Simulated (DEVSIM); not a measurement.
Structure: Cr/Al2O3/SiO2/p-Si capacitor, at 450 K.

Layer 1 from the left is Al2O3, thickness (nm) 17.0. Layer 2 from the left is SiO2, thickness (nm) 1.50. Layer 3 from the left is Si, thickness (nm) 610, Na (cm⁻³) 9e17.

Metal gate on the left, work function 4.5 eV. Fixed charge at the semiconductor interface -2.2e10 cm⁻² (in units of +e); no interface traps.

The device is made up for the run: typed textbook-type constants, with dimensions and the other settings drawn at random. Values at 300 K; Nc and Nv go as T^1.5, mobilities as T to minus their exponent, the gap by Varshni's rule with the affinity fixed.

Al2O3: gap (eV) 6.8, affinity (eV) 1.35, permittivity 9. SiO2: gap (eV) 9, affinity (eV) 0.9, permittivity 3.9. Si: gap (eV) 1.124, affinity (eV) 4.05, permittivity 11.7, Nc (cm⁻³) 2.86e19, Nv (cm⁻³) 3.1e19, Varshni α (eV/K) 0.000473, Varshni β (K) 636.

Simulated with DEVSIM: 1D Poisson equation in equilibrium, Boltzmann statistics, complete ionisation; no quantum confinement or tunnelling. Metal contacts follow the ideal Schottky-Mott rule: no Fermi-level pinning, no interface dipoles.

### Question
What does the simulation give for the minimum of the low-frequency capacitance, the flat-band voltage?

### Answer
minimum of the low-frequency capacitance 0.190 μF/cm²; flat-band voltage -0.46 V.
